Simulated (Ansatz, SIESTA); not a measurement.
Pt3W (P1, 4 atoms in the cell) computed with different codes at matched settings

Self-consistent single point, at a second geometry (atoms moved at random). First geometry:

```
CELL_PARAMETERS angstrom
     -1.94790     1.94790     4.01834
      1.94790    -1.94790     4.01834
      1.94790     1.94790    -4.01834
ATOMIC_POSITIONS crystal
  Pt 0.75000 0.25000 0.50000
  Pt 0.25000 0.75000 0.50000
  Pt 0.50000 0.50000 0.00000
  W  0.00000 0.00000 0.00000
```

Second geometry:
```
Pt3W
1.0
   -1.94790     1.94790     4.01834
    1.94790    -1.94790     4.01834
    1.94790     1.94790    -4.01834
Pt W
3 1
Direct
  0.75602   0.24930   0.52691
  0.23633   0.74883   0.48395
  0.51412   0.48601   0.98062
  0.99353   0.01585   0.00852
```

Shared settings, as Ansatz (a first-principles code) writes them: kpoints.mp_grid.grid = 8 8 8; scf.occupations.method = fermi_dirac; scf.occupations.width = 0.1 eV. Potentials and cutoffs stand in the table.

| code | model | ΔF from the first geometry (meV/atom) | pressure (GPa) | largest force (eV/Å) | cutoff |
|---|---|---|---|---|---|
| SIESTA | GGA PBEsol, numerical atomic orbitals DZP, PseudoDojo PBEsol standard norm-conserving potentials (rewritten from UPF to PSML) | 92.0 | -3.39 | 2.854 | grid 300 Ry |
| Ansatz | PBEsol, PAW files made with PBE | 73.8 | -1.17 | 2.362 | 420 eV |

Size of the force on each atom (eV/Å): Sizes of forces hide their directions.

| code | Pt1 | Pt2 | Pt3 | W4 |
|---|---|---|---|---|
| SIESTA | 2.854 | 1.781 | 2.602 | 0.898 |
| Ansatz | 2.362 | 1.449 | 2.079 | 0.589 |

On Ansatz's run: spin-orbit coupling is off. Spin polarisation is off.

The spread over the programs that give each value: ΔF from the first geometry within 18.2 meV/atom; pressure within 2.22 GPa; largest force within 0.492 eV/Å.

SIESTA uses small atom-centred bases, whose incompleteness enters pressures, forces and empty levels differently from a plane-wave cutoff. Ansatz's pressure is given at a fixed set of plane waves, as the other plane-wave codes print theirs; with its correction for the finite basis it is -1.10 GPa.

The starting cell comes from a database of computed structures (which also holds hypothetical and non-ambient phases and stackings), without a prior relaxation at this level. For this run, on top of that: atoms moved at random.

Keys are those of Ansatz 0.2.
